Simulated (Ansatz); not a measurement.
C11b MoSi2, treated with RPBE (PAW; Ansatz, a quantum-chemistry and plane-wave program).

Settings: plane-wave cutoff 520 eV, 28×28×28 k mesh, Fermi–Dirac smearing 0.036 eV (set by the program), no spin polarisation, scalar-relativistic PAW data made under PBE.

Cell (relaxed at this level):

```cif
data_MoSi2
_chemical_formula_sum 'Si2 Mo1'
_space_group_name_H-M_alt 'P 1'
_space_group_IT_number 1
_cell_length_a 4.56480
_cell_length_b 4.56480
_cell_length_c 4.56480
_cell_angle_alpha 138.549
_cell_angle_beta 138.549
_cell_angle_gamma 60.063
loop_
_space_group_symop_operation_xyz
  'x, y, z'
loop_
_atom_site_label
_atom_site_type_symbol
_atom_site_fract_x
_atom_site_fract_y
_atom_site_fract_z
_atom_site_occupancy
Si1 Si 0.66491 0.66491 0.00000 1
Si2 Si 0.33509 0.33509 0.00000 1
Mo1 Mo 0.00000 0.00000 0.00000 1
```

Predict the elastic constant C33, Poisson ratio, Voigt–Reuss–Hill bulk modulus, elastic constant C11, elastic constant C12, elastic constant C13, elastic constant C44 and elastic constant C66.


* **elastic constant C33**: 478 GPa
* **Poisson ratio**: 0.158
* **Voigt–Reuss–Hill bulk modulus**: 198 GPa
* **elastic constant C11**: 382 GPa
* **elastic constant C12**: 105 GPa
* **elastic constant C13**: 84.2 GPa
* **elastic constant C44**: 190 GPa
* **elastic constant C66**: 183 GPa

Measured, for comparison: elastic constant C33 514 GPa, elastic constant C11 417 GPa, elastic constant C12 104 GPa, elastic constant C13 83.8 GPa, elastic constant C44 204 GPa, elastic constant C66 194 GPa (temperature not stated, not corrected to a static lattice; as tabulated in Friák et al. (2018), doi:10.3390/nano8121057). Computed (rounded) less measured: elastic constant C33 -7 %, elastic constant C11 -8 %, elastic constant C12 +1.0 %, elastic constant C13 +0.5 %, elastic constant C44 -7 %, elastic constant C66 -6 %.

Elastic constants are with the ions relaxed.

Static lattice: no zero-point or thermal effects.

Cost on a shared machine: about 2.7 core-hours (a rough figure).
